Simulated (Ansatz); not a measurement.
## A computed series for SiC: pressure series

Consider SiC in the zinc blende structure (space group F-43m, No. 216; a = 4.3563 Å).

Cell and atoms are relaxed at each pressure.

The values are results of plane-wave PAW DFT at the r2SCAN level (Ansatz, an electronic-structure program, 500 eV), no spin-orbit coupling, not measurements.

```
change            shortest interatomic distance     density
----------------  -----------------------------  ----------
base                                    1.886 Å  3.22 g/cm³
pressure −2 GPa                         1.892 Å  3.19 g/cm³
pressure −1 GPa                         1.889 Å  3.21 g/cm³
pressure 0.3 GPa                        1.886 Å  3.23 g/cm³
pressure 0.7 GPa                        1.884 Å  3.23 g/cm³
pressure 1.5 GPa                        1.882 Å  3.24 g/cm³
pressure 3 GPa                          1.878 Å  3.26 g/cm³
pressure 5 GPa                          1.873 Å         ___
pressure 7.5 GPa                        1.867 Å         ___
pressure 10 GPa                             ___         ___
```

Question: Complete the table.

Answer: 
- pressure 5 GPa, density: 3.29 g/cm³
- pressure 7.5 GPa, density: 3.32 g/cm³
- pressure 10 GPa, shortest interatomic distance: 1.861 Å
- pressure 10 GPa, density: 3.36 g/cm³

Load acts through the strain it causes; cell and atoms are relaxed under it. Whether these cells are dynamically stable was not tested. No other phases were tried under pressure.
